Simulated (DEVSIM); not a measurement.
Structure: Schottky contact on n-type β-Ga2O3, at 350 K.

Layer 1 from the left is β-Ga2O3, thickness (μm) 4.00, Nd (cm⁻³) 5.3e16, τn (s) 4.7e-8, τp (s) 4.7e-8. Layer 2 from the left is β-Ga2O3, thickness (μm) 2.90, Nd (cm⁻³) 1.3e18, τn (s) 4.7e-8, τp (s) 4.7e-8.

Left contact: Schottky, work function 5.36 eV, emission velocity 5.4e6 cm/s. Right contact: ohmic. Voltage is applied to the left contact. Recombination: SRH at mid-gap. Mobility is μmin + (μ − μmin)/(1 + (N/Nref)^α).

This is a model device: material constants are rounded textbook-type values typed into the input, and sizes, dopings and lifetimes were drawn at random. Values at 300 K; Nc and Nv go as T^1.5, mobilities as T to minus their exponent, the gap by Varshni's rule with the affinity fixed.

β-Ga2O3: gap (eV) 4.8, affinity (eV) 4, permittivity 10, Nc (cm⁻³) 3.7e18, Nv (cm⁻³) 5e20, μn (cm²/Vs) 160, μp (cm²/Vs) 1, μn,min 20, μp,min 0.1, Nref,n 1e18, Nref,p 1e18, αn 0.8, αp 0.8, T exponent of μn 1.8, T exponent of μp 1.5, Varshni α (eV/K) 0.0004, Varshni β (K) 600.

Model (solved in DEVSIM): 1D drift-diffusion, Boltzmann statistics, complete ionisation; no tunnelling, impact ionisation, image-force lowering or self-heating. Metal contacts follow the ideal Schottky-Mott rule: no Fermi-level pinning, no interface dipoles.

Dark forward current:

| |V| (V) | |J| (A/cm²) |
|---|---|
| 0.05 | 3.368e-13 |
| 0.10 | 2.092e-12 |
| 0.15 | 1.124e-11 |
| 0.20 | 5.895e-11 |
| 0.25 | 3.075e-10 |
| 0.30 | 1.602e-9 |
| 0.35 | 8.338e-9 |
| 0.40 | 4.337e-8 |
| 0.45 | 2.254e-7 |
| 0.50 | 1.170e-6 |
| 0.55 | 6.067e-6 |
| 0.60 | 3.142e-5 |
| 0.65 | 0.0001624 |
| 0.70 | 0.0008379 |
| 0.75 | 0.004311 |
| 0.80 | 0.02210 |
| 0.85 | 0.1126 |
| 0.90 | 0.5670 |
| 0.95 | 2.758 |
| 1.00 | 11.98 |
| 1.05 | 39.63 |
| 1.10 | 92.01 |
| 1.15 | 163.5 |
| 1.20 | 246.9 |
| 1.25 | 337.5 |
| 1.30 | 432.8 |

**Question.** Work out the local ideality factor n = ΔV / (kT/q · ln(J2/J1)) between the rows 0.15 and 0.20 V, 1.25 and 1.30 V.

**Answer.** kT/q = 30.16 mV. From 0.15 to 0.20 V: ln(5.895e-11/1.124e-11) = 1.657, n = 1.00, near the 1 of diffusion or emission over a barrier. From 1.25 to 1.30 V: ln(432.8/337.5) = 0.249, n = 6.67; the layers' resistance at their doping, Σ W/(qμN) = 0.00044 Ω cm², would take 42 mV of this step of 50 mV.

**Question.** Estimate the current at 0.55 V for emission alone, J0 = q v N_band exp(−φB/kT), and read the barrier back from the simulated current.

**Answer.** φB = 1.360 eV, N_band = 4.66e18 cm⁻³, J0 = 1.05e-13 A/cm²; J = J0 (exp(qV/kT) − 1) = 8.75e-6 A/cm². The simulation gives 6.07e-6 A/cm²; the estimate lies 44 % above. Read backwards, the simulated current gives an apparent barrier of 1.371 eV. The estimate leaves out transport through the depletion region and minority injection.
